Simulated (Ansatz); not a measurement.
Results of PBE0 in Ansatz (PAW) for MgO (P6₃mc, No. 186, 4 atoms in the cell; start mp-549706; another space group than a measured phase of this formula).

Numerical settings: plane-wave cutoff 460 eV, 9×9×6 k mesh (along the axes of the cell as run), Fermi–Dirac smearing 0.01 eV, scalar-relativistic PAW data made under PBE.

The cell is the one relaxed with PBEsol. Conventional cell: a = 3.3028 Å, b = 3.3028 Å, c = 5.0210 Å, α = 90.00°, β = 90.00°, γ = 120.00°.

```yaml
crystal:
  lattice:
    - [3.30276, 0.00000, 0.00000]
    - [-1.65138, 2.86028, 0.00000]
    - [0.00000, 0.00000, 5.02103]
  atoms:
    - { symbol: Mg, position: [0.33333, 0.66667, 0.00375] }
    - { symbol: Mg, position: [0.66667, 0.33333, 0.50375] }
    - { symbol: O, position: [0.33333, 0.66667, 0.40085] }
    - { symbol: O, position: [0.66667, 0.33333, 0.90085] }
```

List the 10 lowest band energies at Γ above −25 eV (eV, relative to the valence band maximum), grouping those that round alike.

At Γ: -17.74, -16.89, -3.47, -0.80 (×2), -0.43 (×2), 0.00, 5.80, 11.08.

Note: the run warned that its exchange threshold was loose for the stress; cell and atoms aren't relaxed at this level (pressure -0.9 GPa).

A start named mp-… is a Materials Project structure, which need not be a measured phase.

Ansatz is a first-principles code.
